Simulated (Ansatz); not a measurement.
The reference is WSe2 (space group P6_3/mmc, No. 194; a = 3.2791 Å, c = 12.7863 Å; layered, stacked along the Cartesian z axis).

Levels (all Ansatz, a quantum-chemistry and plane-wave program, PAW): PBE-D3(BJ) (420 eV, no spin-orbit coupling); PBEsol-D3(BJ) (420 eV, spin-orbit coupling left out).

Levels that relaxed their own cell: PBE-D3(BJ) and PBEsol-D3(BJ).

| level | band gap | lattice parameter a | lattice parameter c |
|---|---|---|---|
| PBE-D3(BJ) | 0.87 eV | 3.279 Å | 12.786 Å |
| PBEsol-D3(BJ) | 0.68 eV | 3.231 Å | 12.413 Å |

Measured: band gap 1.2 eV (room temperature; as listed in Carlos M. O. Bastos et al., Physical Review Materials (2019)); lattice parameter a 3.282 Å (room temperature; as listed in arXiv:1605.07067); lattice parameter c 12.96 Å (room temperature; as listed in arXiv:1605.07067).

Computed minus measured — band gap: PBE-D3(BJ) -0.33 eV, PBEsol-D3(BJ) -0.52 eV (closest: PBE-D3(BJ)); lattice parameter a: PBE-D3(BJ) -0.1 %, PBEsol-D3(BJ) -1.6 % (closest: PBE-D3(BJ)); lattice parameter c: PBE-D3(BJ) -1.3 %, PBEsol-D3(BJ) -4.2 % (closest: PBE-D3(BJ)). Measured values not marked as corrected hold thermal and zero-point effects that the static-lattice runs lack. A measured gap can be an optical one, lowered by exciton binding. Levels without spin-orbit coupling miss its effect on the gap.

With W present, leaving out spin-orbit coupling can change the band edges. Whether these cells are dynamically stable was not tested.
